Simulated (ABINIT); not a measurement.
Input and output of a self-consistent single point for Pb (Fm-3m, 1 atom in the cell) (ABINIT).

Method: PBE, norm-conserving pseudopotentials (PseudoDojo nc-sr-05 PBE standard) (plane waves; ABINIT).

The change in words: lattice scaled by 0.98. Reference geometry:
```yaml
crystal:
  lattice:
    - [0.00000, 2.52319, 2.52319]
    - [2.52319, 0.00000, 2.52319]
    - [2.52319, 2.52319, 0.00000]
  atoms:
    - { symbol: Pb, position: [0.00000, 0.00000, 0.00000] }
```

Reference input (self-consistent single point, DFT, PBE, plane waves, norm-conserving pseudopotentials (PseudoDojo nc-sr-05 PBE standard)): pseudos = [Pb.upf]; ecut = 31 Ha; ixc = 11; occopt = 3; tsmear = 0.05 eV; ngkpt = 11 11 11; nshiftk = 1; shiftk = 0 0 0; potentials = PseudoDojo nc-sr-05 PBE standard; nband = 12; kptopt = 1; nstep = 60. This run's input differs from it in these lines:

```diff
@@ -3,7 +3,7 @@
 pseudos "Pb.upf"
-acell 3.5683365895 3.5683365895 3.5683365895 Angstrom
+acell 3.4969697163 3.4969697163 3.4969697163 Angstrom
 rprim
-         0.0000000000    0.7071067812    0.7071067812
+        -0.0000000000    0.7071067812    0.7071067812
          0.7071067812   -0.0000000000    0.7071067812
-         0.7071067812    0.7071067812    0.0000000000
+         0.7071067812    0.7071067812   -0.0000000000
 natom 1
```

Output (repeated stretches shortened):

```
--- !BeginCycle
solver: {iscf: 7, nstep: 60, nline: 4, wfoptalg: 0, }
tolerances: {tolvrs: 1.00E-11, }
...

     iter   Etot(hartree)      deltaE(h)  residm     vres2
 ETOT  1  -69.813756400194    -6.981E+01 2.793E-01 1.013E+00
 ETOT  2  -69.884729675437    -7.097E-02 2.916E-02 2.609E-01
 ETOT  3  -69.884755090557    -2.542E-05 2.425E-03 7.798E-03
 ETOT  4  -69.884756382630    -1.292E-06 1.832E-03 5.166E-03
 ETOT  5  -69.884757013632    -6.310E-07 1.252E-03 2.387E-05
 ETOT  6  -69.884757015072    -1.441E-09 1.247E-03 1.796E-06
 ETOT  7  -69.884757015291    -2.187E-10 1.019E-03 2.951E-08
 ETOT  8  -69.884757015296    -5.429E-12 6.683E-04 1.041E-10
 ETOT  9  -69.884757015293     3.197E-12 6.473E-04 2.769E-12
 At SCF step    9       vres2   =  2.77E-12 < tolvrs=  1.00E-11 =>converged.

 Cartesian components of stress tensor (hartree/bohr^3)
  sigma(1 1)= -7.58944415E-05  sigma(3 2)=  0.00000000E+00
  sigma(2 2)= -7.58944415E-05  sigma(3 1)=  0.00000000E+00
  sigma(3 3)= -7.58944415E-05  sigma(2 1)=  0.00000000E+00

 ----iterations are completed or convergence reached----

 reduced coordinates (array xred) for    1 atoms
       0.000000000000      0.000000000000      0.000000000000
 cartesian forces (eV/Angstrom) at end:
    1     -0.00000000000000    -0.00000000000000    -0.00000000000000
 frms,max,avg= 0.0000000E+00 0.0000000E+00   0.000E+00  0.000E+00  0.000E+00 e/A
 length scales=  6.608315058802  6.608315058802  6.608315058802 bohr
              =  3.496969716300  3.496969716300  3.496969716300 angstroms
   [... lines left out ...]
 Fermi (or HOMO) energy (eV) =   6.65721   Average Vxc (eV)= -10.51682
   [... lines left out ...]
total_energy        : -6.98847570152932E+01
total_energy_eV     : -1.90166094910597E+03
band_energy         : -3.61450880515444E+00
...

-Cartesian components of stress tensor (GPa)         [Pressure=  2.2329E+00 GPa]
- sigma(1 1)= -2.23289118E+00  sigma(3 2)=  0.00000000E+00
- sigma(2 2)= -2.23289118E+00  sigma(3 1)=  0.00000000E+00
- sigma(3 3)= -2.23289118E+00  sigma(2 1)=  0.00000000E+00

 Calculation completed.
```

The run converged in 9 iterations. Against the reference run the free energy goes up by 9.7 meV/atom and the pressure goes from -0.45 to 2.23 GPa.

The starting cell comes from a database of computed structures (which also holds hypothetical and non-ambient phases and stackings), without a prior relaxation at this level. Its lattice was rescaled by a random factor within 2.5 % of one. For this run, on top of that: lattice scaled by 0.98.

Cost on one core of a shared machine: roughly 40 s.
